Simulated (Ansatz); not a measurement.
**How the lattice parameter a of CaAlHO2 (model structure, started from the SrVO2H type, P4/mmm, No. 123, 5 atoms in the cell) moves with the method**

No measured value is used here.

```
level (code)      value (Å)
---------------  ----------
LDA (Ansatz)          3.688
PBE (Ansatz)          3.766
PBEsol (Ansatz)  (withheld)
r²SCAN (Ansatz)       3.731
```

Question: Fill in the missing entries.

Answer: 
- PBEsol (Ansatz, a first-principles code), value (Å): 3.728

Cutoffs differ between the levels. Ansatz's density-functional and Hartree–Fock values are scalar-relativistic unless marked +SOC, with PAW data made under PBE.

A model structure was made by putting elements into a prototype or built by hand; it is no filed structure, need not be a known phase, and can be a saddle point held by its symmetry.
